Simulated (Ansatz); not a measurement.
For fluorite HfO2 (high-temperature phase), PBE (Ansatz, an electronic-structure program, PAW) gives:

```
Quantity              Value
------------------  -------
lattice constant a  5.097 Å
bulk modulus        246 GPa
band gap            3.75 eV
```

Q: What does r²SCAN+SOC (PAW; Ansatz) give for the same quantities?

A: 
- lattice constant a: 5.057 Å (falls by 0.8 %)
- bulk modulus: 271 GPa (increases by 10 %)
- band gap: 4.31 eV (increases by 0.56 eV)

For comparison: bulk modulus 242 ± 16 GPa (measured, room temperature, no zero-point or thermal correction, nanocrystalline cubic HfO2, second-order Birch-Murnaghan; as tabulated in High-pressure structural stability, equation of state, and thermal expansion …).

Changes are worked out from the printed values.

Unless a cell is named, each level is at its own relaxed cell (PBE 11.04, r²SCAN+SOC 10.78 Å³/atom).

Levels without +SOC leave out spin–orbit coupling, which shifts energies and cells of such heavy elements.

Levels without +SOC have no spin–orbit coupling; where heavier elements are present it shifts gaps, mostly down, and can invert bands. Density-functional gaps are differences of (generalised) Kohn–Sham levels.

Caveats: symmetry holds this phase in the static calculation, where it need not be a minimum (PBE, r²SCAN+SOC). Ansatz's density-functional and Hartree–Fock values are scalar-relativistic unless marked +SOC, with PAW data made under PBE.
